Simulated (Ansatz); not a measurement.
A computed series for BN: response to strain

Take BN in the zinc blende structure (space group F-43m, No. 216; a = 3.6097 Å) as the base. Axes: x, y, z lie along the cube axes.

Strains are applied to the cell and any free atomic positions relax; under biaxial strain the out-of-plane vector relaxes too.

Level of theory: r2SCAN (Ansatz, a quantum-chemistry and plane-wave program, PAW, scalar-relativistic without spin-orbit coupling).

Candidates:
(a) uniaxial strain ε_yy = −2.55 %
(b) tensor shear ε_xy = +0.82 %
(c) strain tensor (xx, yy, zz, yz, xz, xy) = (−0.41, −0.75, −0.49, +0.63, −0.31, −0.52) %
(d) isotropic strain −5.31 %
(e) biaxial strain +2.11 %, plane normal [001], relaxed out of plane

Notes on the quantities. energy relative to the base: free energy F.

Problem. Order them by energy relative to the base, highest first.

Solution. (d) isotropic strain −5.31 % (+0.210 eV/atom), (e) biaxial strain +2.11 %, plane normal [001], relaxed out of plane (+14 meV/atom), (a) uniaxial strain ε_yy = −2.55 % (+10 meV/atom), (c) strain tensor (xx, yy, zz, yz, xz, xy) = (−0.41, −0.75, −0.49, +0.63, −0.31, −0.52) % (+4.8 meV/atom), (b) tensor shear ε_xy = +0.82 % (+2.3 meV/atom)

Stability against distortions was not tested.
